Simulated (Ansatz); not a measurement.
An Ansatz (a quantum-chemistry and plane-wave program) run: BaTiO3 with a change (uniaxial stress, 3 GPa compression along x); Kohn–Sham DFT with the r2SCAN functional, run in Ansatz with PAW and 500 eV plane waves, without spin-orbit coupling.

Input:

Ansatz 0.2 input:
```yaml
crystal:
  lattice:
    - [3.9722957029, 0, 0]
    - [0, 3.9722957029, 0]
    - [0, 0, 4.1128161394]
  atoms:
    - { symbol: Ti, position: [0.5, 0.5, 0.4523229225] }
    - { symbol: Ba, position: [0, 0, 0.9342308034] }
    - { symbol: O, position: [0.5, 0.5, 0.8951710465] }
    - { symbol: O, position: [0.5, 0, 0.4121376138] }
    - { symbol: O, position: [0, 0.5, 0.4121376138] }
basis: { ecutwfc: 500, ecutrho_ratio: 4, xc_grid: 4, fft_grid_basis: typed }
kpoints: { mp_grid: { grid: [8, 8, 8] } }
hamiltonian:
  xc: r2scan
  dispersion: none
  pseudopotentials: { kind: paw }
scf: { occupations: { method: fermi_dirac, width: 0.05 } }
relax: { f_tol: 0.005, max_steps: 50, cell: { stress_tol: 0.01, sigma_target: [3, 0, 0, 0, 0, 0] } }
output: { forces: true, stress: true }
checkpoint: { write: state.ck, write_every: 1000 }
```

Output (explanatory and most iteration lines left out):

```
Relaxation: its limit of steps is 50 (relax.max_steps)
Pseudopotential: Ti, paw, valence charge 12
Pseudopotential: Ba, paw, valence charge 10
Pseudopotential: O, paw, valence charge 6
Crystal: 5 atoms, lattice volume = 64.897 Å³
Basis set: ecut = 500 eV, 1655 PW (Γ), exchange–correlation on 120×120×120 points (64 copies of the dense FFT grid, shifted against one another)
Bands: 25, of which v1, the nominal top of the filled ones, is band 20 counted from 1 (19 counted from 0)
Symmetry: 4 space group operations
k-points: 125 of 512 (time reversal used)
Functional: x = r2scan, c = r2scan; τ floored in thin density (d = 2e-4 eV/Å³)
SCF iter   1: F=—  HF=-10183.729785 eV  |F-HF|=—  |Δ(HF+E_count)|=         —  Δρ=2.10e-2  dr2=3.59e-1  dr2_τ=2.44e-1  ethr=1.77e-3  ⟨swp⟩=6.1  Hψ=15725  notcnv=0
SCF iter   2: F=—  HF=-10183.834729 eV  |F-HF|=—  |Δ(HF+E_count)|=   1.05e-1  Δρ=1.10e-2  dr2=4.77e-2  dr2_τ=1.96e-2  ethr=8.99e-4  ⟨swp⟩=3.4  Hψ=6943  notcnv=0  defer=122
SCF 1 converged in 9 iterations: F = -10183.827443 eV  dr2 = 1.49e-8
relax step   1: F+E_penalty+E_count = -10183.82744305 eV  Δ(F+E_penalty+E_count) = +0.000e0 eV  max|allowed force component| = 4.696e-4 eV/Å  Δτ_max = 0.0000 Å  P = -0.005 GPa  Ω = 64.897 Å³  (9 SCF iters, dr2 threshold 1.00e-7 eV, accepted)
[... steps on the carried basis left out ...]
relax step   7: F+E_penalty+E_count = -10183.81932956 eV  Δ(F+E_penalty+E_count) = +3.271e-5 eV  max|allowed force component| = 3.908e-3 eV/Å  Δτ_max = 0.0000 Å  P = +1.000 GPa  Ω = 64.754 Å³  stress off target by 8.43e-3 GPa  SCF on the basis re-selected at this cell (its energy is not comparable with the rows above)  (7 SCF iters)
SCF converged after 7 iterations
Free energy (F): -10183.819330 eV
Internal energy: -10183.819330 eV  (E = F + TS)
E sigma→0 (E₀):  -10183.819330 eV
Fermi energy:    11.197331 eV
--- Forces (eV/Å), atoms counted from 1 ---
  atom   1  Ti    -0.00000000     0.00000000     0.00213039
  atom   2  Ba     0.00000000     0.00000000     0.00030847
  atom   3  O     -0.00000000     0.00000000     0.00388314
  atom   4  O      0.00000000     0.00000000    -0.00267229
  atom   5  O      0.00000000     0.00000000    -0.00377331
--- Stress (GPa, compression-positive) ---
        3.008126       0.000000       0.000000
        0.000000      -0.008433       0.000000
        0.000000       0.000000       0.001510
  P = ⅓ Tr σ = 1.0004 GPa (10.004 kbar)
--- Relaxed structure (6 steps of the walk, 6 accepted, 1 SCFs on fresh bases) ---
  cell:  # Å, volume = 64.7544 Å³
    - [3.91928205728044, 0.0, 0.0]
    - [0.0, 3.984289910279455, 0.0]
    - [0.0, 0.0, 4.146785533568723]
  atoms:
    - { symbol: Ti, position: [0.49999999999999994, 0.49999999999999994, 0.45457916442803553] }
    - { symbol: Ba, position: [0.0, 0.0, 0.9359596414448722] }
    - { symbol: O, position: [0.49999999999999994, 0.49999999999999994, 0.8928159463634339] }
    - { symbol: O, position: [0.49999999999999994, 0.0, 0.4136358379589109] }
    - { symbol: O, position: [0.0, 0.49999999999999994, 0.40900940980474726] }
```

Load acts through the strain it causes; cell and atoms are relaxed under it. sigma_target is in GPa, compression positive, in the order xx, yy, zz, yz, xz, xy. Stability under load was not tested beyond the relaxation. All final runs are without spin polarisation. The cell was made from BaTiO₃ (space group P4mm, No. 99) by this change: uniaxial stress, 3 GPa compression along x.
